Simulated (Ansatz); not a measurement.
## How the smallest direct gap on the k points sampled of SnO2 (model structure, started from the tetragonal ZrO2 type, P4₂/nmc, No. 137, 6 atoms in the cell) moves with the method

No measured value is used here.

| level (code) | value (eV) |
|---|---|
| LDA (Ansatz) | ? |
| PBEsol+SOC (Ansatz) | 1.04 |
| r²SCAN+SOC (Ansatz) | 1.71 |
| HSE06+SOC (Ansatz) | 2.67 |
| G0W0@PBEsol (Ansatz) | 2.33 |

Problem. Complete the blanks.

Solution. 
- LDA (Ansatz, a program for electronic structure), value (eV): 1.00

At these levels the smallest gap is indirect and lower: LDA 0.90, PBEsol+SOC 0.94, r²SCAN+SOC 1.58, HSE06+SOC 2.47, G0W0@PBEsol 2.21 eV. Computed values are for a static lattice. Levels without +SOC have no spin–orbit coupling; where heavier elements are present it shifts gaps, mostly down, and can invert bands.  G0W0@PBEsol: filled d or f shells below the valence bands can shift G0W0 gaps through exchange with them, which wasn't tested here. Values are at the PBEsol cell. Cutoffs and k meshes differ between the levels. Ansatz's density-functional and Hartree–Fock values are scalar-relativistic unless marked +SOC, with PAW data made under PBE.

A model structure was made by putting elements into a prototype or built by hand; it is no filed structure, need not be a known phase, and can be a saddle point held by its symmetry.
